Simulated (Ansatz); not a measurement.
Worked calculations on one periodic cell of amorphous La$_{6}$Ti$_{14}$O$_{37}$: La6Ti14O37, 57 atoms, volume 788.1 Å³, made by a melt-quench on the CHGNet potential and relaxed with DFT. O atoms were pushed apart under 1.9 Å during the dynamics, to hinder bonds among them. It is a model cell: composition and starting density were chosen by hand, and all elements were melted together. Cycles of charging were run to anneal it. Computed with PBE, scalar-relativistic without spin-orbit coupling (plane waves to 420 eV, PAW; Ansatz, a first-principles code). Sampling: a 2×2×2 Γ-centred mesh; Fermi-Dirac width 0.02 eV; no spin polarisation. Its volume was relaxed, its shape was free, and it stands at a mean pressure of 0.0 GPa with stress components up to 0.1 GPa; the relaxation ran on the zone centre alone. Its density went from a set 4.45 to 4.42 g/cm³. The cell is small and was quenched far faster than a real film, so it is one sample of the glass.

Problem. Count formal charges (La +3, Ti +4, O -2). What does the count lead one to expect at the Fermi level, and what does the calculation give?

Solution. 6 × (+3) + 14 × (+4) + 37 × (-2) = 0. The charges balance, so the anion-derived valence states can be full and a gap can open. On this mesh the highest filled and lowest empty level lie 2.94 eV apart, the PBE gap of this cell, with a localised state at one edge or both.

Four energies for an added electron at PBE on the zone centre alone (charged cells in a uniform background, spin-polarised): neutral at the neutral geometry -93578.272 eV; charged at the neutral geometry -93568.196 eV; charged and relaxed -93568.327 eV; neutral at the charged geometry -93578.080 eV.

Problem. Find the two relaxation energies and their sum, the reorganisation energy.

Solution. On charging: -93568.196 − (-93568.327) = 0.131 eV. On discharging: -93578.080 − (-93578.272) = 0.192 eV. The sum is 0.323 eV. The carrier's level spreads over 6 of the 57 atoms' worth, so it counts as partly localised, most on one Ti atom with neighbours O 1.79 Å, O 1.93 Å, O 1.96 Å, O 2.03 Å, O 2.04 Å (neutral geometry). The values are uncorrected: the image energy of a point charge in this cell, 2.84 × 14.40 / (2 × 9.2) = 2.2 eV before screening, is screened by electrons alone at the fixed geometry and by ions too after relaxing, and the carrier can be spread before it relaxes, so each term can be off by up to that value times 1/ε∞, some tenths of an eV. PBE's self-interaction favours spread-out carriers, so a hybrid can localise more.

Four energies for a hole at PBE on the zone centre alone (charged cells in a uniform background, spin-polarised): neutral at the neutral geometry -93578.272 eV; charged at the neutral geometry -93585.232 eV; charged and relaxed -93585.388 eV; neutral at the charged geometry -93577.725 eV.

Problem. Find the two relaxation energies and their sum, the reorganisation energy.

Solution. On charging: -93585.232 − (-93585.388) = 0.156 eV. On discharging: -93577.725 − (-93578.272) = 0.547 eV. The sum is 0.703 eV. The carrier's level spreads over 4 of the 57 atoms' worth, so it counts as localised, most on one O atom with neighbours Ti 1.81 Å, Ti 1.95 Å, La 2.45 Å (neutral geometry). The values are uncorrected: the image energy of a point charge in this cell, 2.84 × 14.40 / (2 × 9.2) = 2.2 eV before screening, is screened by electrons alone at the fixed geometry and by ions too after relaxing, and the carrier can be spread before it relaxes, so each term can be off by up to that value times 1/ε∞, some tenths of an eV. PBE's self-interaction favours spread-out carriers, so a hybrid can localise more.
